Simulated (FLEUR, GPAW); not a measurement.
A GPAW input for a self-consistent single point of NaPt2 (Fd-3m, 6 atoms in the cell) (DFT LDA (Perdew-Wang 92), plane waves, GPAW PAW datasets LDA (gpaw-data 1.0.1)):

```python
from ase import Atoms
from ase.units import GPa
from gpaw import GPAW

atoms = Atoms(['Na', 'Na', 'Pt', 'Pt', 'Pt', 'Pt'],
              cell=[[0.000000, 3.752350, 3.752350],
                    [3.752350, 0.000000, 3.752350],
                    [3.752350, 3.752350, 0.000000]],
              scaled_positions=[[0.500000, 0.500000, 0.500000],
                                [0.750000, 0.750000, 0.750000],
                                [0.125000, 0.125000, 0.125000],
                                [0.625000, 0.125000, 0.125000],
                                [0.125000, 0.125000, 0.625000],
                                [0.125000, 0.625000, 0.125000]],
              pbc=True)

calc = GPAW(mode={'name': 'pw', 'ecut': 850},
            xc='LDA',
            kpts={'size': (8, 8, 8), 'gamma': True},
            occupations={'name': 'fermi-dirac', 'width': 0.1},
            nbands=-14,
            convergence={'density': 1e-05},
            symmetry={'symmorphic': False, 'tolerance': 0.0005},
            maxiter=100,
            txt='-')

atoms.calc = calc

energy = atoms.get_potential_energy()
print('Energy (eV):', round(energy, 6))
forces = atoms.get_forces()
print('Forces (eV/Ang):')
print(forces.round(5))
stress = atoms.get_stress()
print('Stress (GPa, Voigt):', (stress / GPa).round(4))
```

Task: Give the FLEUR input for the same structure, mesh, smearing and functional.

Result: This is the input that was run; spellings and numerical settings could be chosen otherwise.

Input of the input generator:

```
scf NaPt2
&input film=f /
0.0000000000 0.7071067812 0.7071067812
0.7071067812 0.0000000000 0.7071067812
0.7071067812 0.7071067812 0.0000000000
10.0280664992
1.0 1.0 1.0

6
11 0.5000000000 0.5000000000 0.5000000000
11 0.7500000000 0.7500000000 0.7500000000
78 0.1250000000 0.1250000000 0.1250000000
78 0.6250000000 0.1250000000 0.1250000000
78 0.1250000000 0.1250000000 0.6250000000
78 0.1250000000 0.6250000000 0.1250000000

&comp jspins=1 /
&exco xctyp='pz' /
&kpt div1=8 div2=8 div3=8 gamma=t /
&end /
```

```xml
<?xml version="1.0" encoding="UTF-8" standalone="no"?>
<fleurInput fleurInputVersion="0.39">
   <comment>
      scf NaPt2                                                                                           
   </comment>
   <calculationSetup>
      <cutoffs Kmax="4.3" Gmax="17.2" GmaxXC="17.2" numbands="0"/>
      <scfLoop itmax="80" minDistance="0.00001" maxIterBroyd="99" imix="Anderson" alpha="0.05" precondParam="0.0" spinf="2.0"/>
      <coreElectrons ctail="T" frcor="F" kcrel="0" coretail_lmax="0"/>
      <xcFunctional name="pz" relativisticCorrections="F"/>
      <magnetism jspins="1"/>
      <soc l_soc="F" theta="0.0" phi="0.0" spav="F"/>
      <expertModes spex="0" secvar="F"/>
      <geometryOptimization l_f="T" forcealpha="1.0" forcemix="BFGS" epsdisp="0.00001" epsforce="0.00001"/>
      <ldaU l_linMix="F" mixParam="0.05" spinf="1.0"/>
   </calculationSetup>
   <cell>
      <bzIntegration valenceElectrons="82.0" mode="hist" fermiSmearingEnergy="0.00367493">
         <kPointListSelection listName="default-1"/>
         <!-- k-points included here -->
         <xi:include xmlns:xi="http://www.w3.org/2001/XInclude" href="kpts.xml"> </xi:include>
      </bzIntegration>
      <!-- symmetry operations included here -->
      <xi:include xmlns:xi="http://www.w3.org/2001/XInclude" href="sym.xml"> </xi:include>
      <bulkLattice scale="1.0">
         <bravaisMatrix>
            <row-1>    0.0000000000000000     7.0909138239088643     7.0909138239088643</row-1>
            <row-2>    7.0909138239088643     0.0000000000000000     7.0909138239088643</row-2>
            <row-3>    7.0909138239088643     7.0909138239088643     0.0000000000000000</row-3>
         </bravaisMatrix>
      </bulkLattice>
   </cell>
   <atomSpecies>
      <species name="Sodium (Na)" element="Na" atomicNumber="11">
         <mtSphere radius="2.68" gridPoints="925" logIncrement="0.012"/>
         <atomicCutoffs lmax="10" lnonsphr="8"/>
         <electronConfig flipSpins="F">
            <coreConfig>(1s1/2)</coreConfig>
            <valenceConfig>(2s1/2) (2p1/2) (2p3/2) (3s1/2)</valenceConfig>
            <stateOccupation state="(3s1/2)" spinUp="0.5" spinDown="0.5"/>
         </electronConfig>
         <energyParameters s="3" p="3" d="3" f="4"/>
         <lo type="SCLO" l="0" n="2" eDeriv="0"/>
         <lo type="SCLO" l="1" n="2" eDeriv="0"/>
      </species>
      <species name="Platinum (Pt)" element="Pt" atomicNumber="78">
         <mtSphere radius="2.34" gridPoints="807" logIncrement="0.017"/>
         <atomicCutoffs lmax="10" lnonsphr="8"/>
         <electronConfig flipSpins="F">
            <coreConfig>(1s1/2) (2s1/2) (2p1/2) (2p3/2) (3s1/2) (3p1/2) (3p3/2) (4s1/2) (3d3/2) (3d5/2) (4p1/2) (4p3/2) (5s1/2) (4d3/2) (4d5/2) (4f5/2) (4f7/2)</coreConfig>
            <valenceConfig>(5p1/2) (5p3/2) (6s1/2) (5d3/2) (5d5/2)</valenceConfig>
            <stateOccupation state="(6s1/2)" spinUp="0.5" spinDown="0.5"/>
            <stateOccupation state="(5d3/2)" spinUp="1.8" spinDown="1.8"/>
            <stateOccupation state="(5d5/2)" spinUp="2.7" spinDown="2.7"/>
         </electronConfig>
         <energyParameters s="6" p="6" d="5" f="5"/>
         <lo type="SCLO" l="1" n="5" eDeriv="0"/>
      </species>
   </atomSpecies>
   <atomGroups>
      <atomGroup species="Sodium (Na)">
         <relPos label="                   1">3.000/8.000 3.000/8.000 3.000/8.000</relPos>
         <relPos label="                   2">-3.000/8.000 -3.000/8.000 -3.000/8.000</relPos>
         <force calculate="T" relaxXYZ="TTT"/>
      </atomGroup>
      <atomGroup species="Platinum (Pt)">
         <relPos label="                   3">.0000000000 .0000000000 .0000000000</relPos>
         <relPos label="                   4">1.000/2.000 .0000000000 .0000000000</relPos>
         <relPos label="                   5">.0000000000 .0000000000 1.000/2.000</relPos>
         <relPos label="                   6">.0000000000 1.000/2.000 .0000000000</relPos>
         <force calculate="T" relaxXYZ="TTT"/>
      </atomGroup>
   </atomGroups>
   <output dos="F" band="F" slice="F">
      <checks vchk="F" cdinf="F"/>
      <bandDOS minEnergy="-.5*Htr" maxEnergy="0.5*Htr" sigma="0.015" storeEVData="T"/>
      <vacuumDOS vacdos="F" integ="F" star="F" nstars="0" locx1="0.0" locy1="0.0" locx2="0.0" locy2="0.0" nstm="0" tworkf="0.0"/>
      <unfoldingBand unfoldBand="F" supercellX="1" supercellY="1" supercellZ="1"/>
      <plotting iplot="0" polar="F">
         <plot TwoD="T" vec1="  1.0  0.0  0.0" vec2="  0.0  1.0  0.0" vec3="  0.0  0.0  1.0" zero="  0.0  0.0  0.0" file="plot"/>
      </plotting>
      <chargeDensitySlicing numkpt="0" minEigenval="0.0" maxEigenval="0.0" nnne="0" pallst="F"/>
      <specialOutput eonly="F"/>
      <magneticCircularDichroism mcd="F" energyLo="-10.0" energyUp="0.0"/>
   </output>
  <!-- We include the file relax.xml here to enable relaxations (see documentation) -->
  <xi:include xmlns:xi="http://www.w3.org/2001/XInclude" href="relax.xml"> <xi:fallback/> </xi:include>
</fleurInput>
```

Basis settings and potentials, where a program has them, do not carry over. This input uses DFT, LDA (Perdew-Zunger), all-electron FLAPW (FLEUR), scalar-relativistic valence. LDA parametrisations can differ slightly between programs.

The starting cell comes from a database of computed structures (which also holds hypothetical and non-ambient phases and stackings), without a prior relaxation at this level.
